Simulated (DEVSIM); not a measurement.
System: Al0.4Ga0.6As/GaAs n-p heterojunction, at 300 K.

```tsv
layer (left to right)	material	thickness (μm)	Nd (cm⁻³)	Na (cm⁻³)	τn (s)	τp (s)
1	Al0.4Ga0.6As	0.410	2e17	-	4.3e-10	4.3e-10
2	GaAs	0.160	-	1.1e17	4.3e-10	4.3e-10
```

Left contact: ohmic. Right contact: ohmic. Voltage is applied to the left contact. Recombination: SRH at mid-gap. Mobility is μmin + (μ − μmin)/(1 + (N/Nref)^α).

The device is made up for the run: typed textbook-type constants, with dimensions and the other settings drawn at random. Values at 300 K. The table also holds parameters that only a changed run uses.

```csv
parameter,Al0.4Ga0.6As,GaAs
gap (eV),1.9228,1.424
affinity (eV),3.754,4.07
permittivity,11.76,12.9
Nc (cm⁻³),7.93e17,4.7e17
Nv (cm⁻³),9e18,9e18
μn (cm²/Vs),3220,8500
μp (cm²/Vs),158,400
"μn,min",500,500
"μp,min",20,20
"Nref,n",6e16,6e16
"Nref,p",1.5e17,1.5e17
αn,0.39,0.39
αp,0.38,0.38
Cn (cm⁶/s),1e-30,1e-30
Cp (cm⁶/s),1e-30,1e-30
```

DEVSIM, 1D drift-diffusion, Boltzmann statistics, complete ionisation; no tunnelling, impact ionisation, image-force lowering or self-heating. Band offsets follow the typed affinities; no thermionic-emission limit at abrupt steps, no polarisation charge.

Base results: dark forward voltage at 100 A/cm² (V) 1.093; dark forward voltage at 1 A/cm² (V) 0.957; potential step across the device at zero bias (V) 1.591; largest field in the device at zero bias (V/cm) 190000.

What follows from this one change: thickness of layer 2 0.16 → 0.48 μm?

dark forward voltage at 100 A/cm² 1.093 → 1.128 V; dark forward voltage at 1 A/cm² 0.957 → 0.992 V; potential step across the device at zero bias little changed (1.591 V); largest field in the device at zero bias little changed (190000 V/cm).

What follows from this one change: minority lifetime in layer 2 4.3e-10 → 4.3e-11 s?

dark forward voltage at 100 A/cm² little changed (1.092 V); dark forward voltage at 1 A/cm² 0.957 → 0.952 V; potential step across the device at zero bias little changed (1.591 V); largest field in the device at zero bias little changed (190000 V/cm).

What follows from this one change: doping Na of layer 2 1.1e+17 → 3.3e+16 cm^-3?

dark forward voltage at 100 A/cm² 1.093 → 1.039 V; dark forward voltage at 1 A/cm² 0.957 → 0.899 V; potential step across the device at zero bias 1.591 → 1.559 V; largest field in the device at zero bias 190000 → 130000 V/cm.

What follows from this one change: constant mobility in place of the doping-dependent one?

dark forward voltage at 100 A/cm² 1.093 → 1.068 V; dark forward voltage at 1 A/cm² 0.957 → 0.937 V; potential step across the device at zero bias little changed (1.591 V); largest field in the device at zero bias little changed (190000 V/cm).
